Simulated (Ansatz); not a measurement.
Base system: CuAu (space group P4/mmm, No. 123; a = 2.869 Å, c = 3.645 Å; relaxed with 0.1 eV smearing). Axes: x, y, z lie along a, b, c of the conventional cell.

Structures relaxed with PBE in Ansatz (plane waves to 420 eV, PAW, no spin-orbit coupling).

Base:

Simulated powder pattern, Cu Kα1, λ = 1.54056 Å (kinematic, ideal powder, no thermal factors, no anomalous dispersion; the 8 strongest lines at most, above 2 %, up to 2θ = 90°):

```
2θ (°)  I/Imax (%)    hkl
------  ----------  -----
24.40           20  (001)
31.14           22  (100)
39.95          100  (101)
44.62           37  (110)
50.00           13  (002)
64.94           12  (200)
69.24           20  (112)
79.04           27  (211)
```

After one change:

Simulated powder pattern, Cu Kα1, λ = 1.54056 Å (kinematic, ideal powder, no thermal factors, no anomalous dispersion; the 8 strongest lines at most, above 2 %, up to 2θ = 90°):

```
2θ (°)  I/Imax (%)
------  ----------
25.59           18
30.37           24
40.12          100
43.48           40
51.13           12
63.17           13
70.54           19
77.53           29
```

Q: Name the change that was made.
A) biaxial strain −2.50 %, plane normal [001], relaxed out of plane
B) biaxial strain −1.50 %, plane normal [001], relaxed out of plane
C) biaxial strain +2.00 %, plane normal [001], relaxed out of plane
D) biaxial strain +2.50 %, plane normal [001], relaxed out of plane

A: D, biaxial strain +2.50 %, plane normal [001], relaxed out of plane. Its volume per atom is 15.04 Å³ against 15.01 Å³, and its space group is P4/mmm (No. 123).

No phonon test of stability was made. All final runs are without spin polarisation.

Ansatz is a program for electronic structure.
